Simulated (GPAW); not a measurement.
**Parameter sweep on MgSc₃ (P-6m2, 4 atoms in the cell)**

```yaml
crystal:
  lattice:
    - [3.28073, 0.00000, 0.00000]
    - [-1.64037, 2.84120, 0.00000]
    - [0.00000, 0.00000, 10.64512]
  atoms:
    - { symbol: Mg, position: [0.00000, 0.00000, 0.50000] }
    - { symbol: Sc, position: [0.33333, 0.66667, 0.75368], spin: 1.0 }
    - { symbol: Sc, position: [0.33333, 0.66667, 0.24632], spin: 1.0 }
    - { symbol: Sc, position: [0.00000, 0.00000, 0.00000], spin: 1.0 }
```
(The spins are starting values, not results.)

Base run A: PBEsol, GPAW PAW datasets PBEsol (made by gpaw-setup) run with GPAW 25.7.0, self-consistent single point.

Its settings: spinpol = true; mode = pw; ecut = 850 eV; xc = PBEsol; kpts = 6 6 2; mesh shift (steps) = 0.5 0.5 0.5; occupations.name = methfessel-paxton; occupations.width = 0.272 eV; occupations.order = 0; nbands = -8; convergence.forces = 0.001 eV/Å; symmetry.symmorphic = false; symmetry.tolerance = 0.0005; maxiter = 100.

The starting cell comes from a database of computed structures (which also holds hypothetical and non-ambient phases and stackings), without a prior relaxation at this level. The starting moments vanished: the run ended non-magnetic.

A dash stands where there is no value to compare (another energy zero or no entropy term, no result, no spin, no clean gap, or a mesh too coarse for one). Total energies depend on the potentials, the functional and any Hubbard or dispersion term, so they are compared only between runs that share all of them.

Run A gave: pressure (GPa) -2.18; largest force (eV/Å) 0.167.

Runs:
- B: dispersion: default → d3 [PBEsol-D3(0)]
- C: dispersion: default → d3bj [PBEsol-D3(BJ)]
- D: dispersion: default → d3bj_atm [PBEsol-D3(BJ)+ATM]
- E: dispersion: default → d4 [PBEsol-D4]

### Question
What does run D change against A?

### Answer
The pressure goes from -2.18 to -4.28 GPa and the largest force moves little (0.167 to 0.170 eV/Å).

### Question
What does run C change against A?

### Answer
The pressure goes from -2.18 to -4.55 GPa and the largest force hardly changes (0.167 to 0.169 eV/Å).

### Question
What does run B change against A?

### Answer
The pressure goes from -2.18 to -3.53 GPa and the largest force goes from 0.167 to 0.182 eV/Å.

| run | pressure (GPa) | largest force (eV/Å) | dispersion energy (eV/atom) |
|---|---|---|---|
| A | -2.18 | 0.167 | – |
| B | -3.53 | 0.182 | -0.197 |
| C | -4.55 | 0.169 | -0.353 |
| D | -4.28 | 0.170 | -0.333 |
| E | -3.00 | 0.169 | -0.130 |
